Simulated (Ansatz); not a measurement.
The starting structures come from a database of crystals and need not be the phases stable at ambient conditions.

Data:

```
Cs2GeSe3
1.0
    7.50573     0.00000     0.00000
    3.75286     7.21891     0.00000
    3.75286    -1.27358     8.62243
Cs Ge Se
4 2 6
Direct
  0.27895   0.30445   0.13765
  0.72105   0.69555   0.86235
  0.87648   0.92725   0.31979
  0.12352   0.07275   0.68021
  0.56508   0.55091   0.31893
  0.43492   0.44909   0.68107
  0.78604   0.32348   0.10444
  0.21396   0.67652   0.89556
  0.43355   0.85816   0.27474
  0.56645   0.14184   0.72526
  0.73816   0.50000   0.50000
  0.26184   0.50000   0.50000
```

Space group of this cell: C2/m. The cell is taken as given.

Transport runs along the normal of the first two printed cell vectors.

The gap is the functional's own, uncorrected, and κ follows it; spin-orbit coupling is left out. Mid-gap values are interpolated between the computed energies.

Task: Predict the band gap and the smallest decay constant κ at mid-gap from r2SCAN in Ansatz (a program for electronic structure).

Result: Gap 2.06 eV on a 6×6×6 mesh; κ = 0.244 1/Å, at the zone centre.
